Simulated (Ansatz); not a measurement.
ScSnCN (model structure, started from the AlSiCN type, P3m1, No. 156, 4 atoms in the cell), treated with HSE06 (Ansatz, an electronic-structure program, PAW).

Numerical settings: plane-wave cutoff 460 eV, 9×9×6 k mesh (along the axes of the cell as run), Fermi–Dirac smearing 0.01 eV, scalar-relativistic PAW data made under PBE.

Cell (relaxed with PBEsol):

```
CELL_PARAMETERS angstrom
      3.57543     0.00000     0.00000
     -1.78772     3.09641     0.00000
      0.00000     0.00000     5.40588
ATOMIC_POSITIONS crystal
  Sc 0.33333 0.66667 0.52741
  Sn 0.66667 0.33333 0.00731
  C  0.33333 0.66667 0.11000
  N  0.66667 0.33333 0.60527
```

**Question.** Predict the band gap.

**Answer.** 
- band gap = 2.85 eV

Note: the relaxation could raise the start's symmetry but not lower it, so the cell can be a saddle point; cell and atoms aren't relaxed at this level (largest force component 0.21 eV/Å, pressure 0.7 GPa).

Spin–orbit coupling is not included.

The computed numbers hold no vibrational or temperature effects.

Computing time: around 6 core-minutes (rough).

A model structure was made by putting elements into a prototype or built by hand; it is no filed structure, need not be a known phase, and can be a saddle point held by its symmetry.
